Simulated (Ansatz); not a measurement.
**Effect of holes 1.5×10^21 cm⁻³ on CuI**

Base system: CuI in the zinc blende structure (space group F-43m, No. 216; a = 6.023 Å).

Perturbation: hole doping at 1.5×10^21 cm⁻³ (0.0819 per cell), with a uniform compensating background at fixed cell and a 300 K Fermi–Dirac width.

The values are results of r2SCAN in Ansatz (plane waves to 500 eV, PAW, scalar-relativistic without spin-orbit coupling), not measurements. Settings: 22×22×22 k-points, 0.0259 eV Fermi–Dirac smearing.

The gap between the host's bands increases by 0.11 eV to 1.78 eV and the gap character stays direct at Γ. The valley order (the lowest conduction-band minima on the path, energy above the VBM, named in the base's zone) changes from Γ 1.67 eV; L along ⟨111⟩ 2.57 eV; X along ⟨100⟩ 2.90 eV to Γ 1.78 eV; L along ⟨111⟩ 2.66 eV; X along ⟨100⟩ 3.02 eV and the Fermi level relative to the doped band's edge (positive inside the band; to 0.05 eV) amounts to +0.20 eV.

Cost of the whole job for the changed cell (relaxation, final SCF and bands): very roughly 2.8 core-minutes.

Carriers are added with a uniform compensating background; total energy and stress of such cells depend on the potential's zero and are not compared; many-body gap narrowing is missing at this level. Spin-orbit coupling, missing from the scalar runs, can matter with I. No phonon test of stability was made. The final runs are not spin-polarised.

Ansatz is a first-principles code.
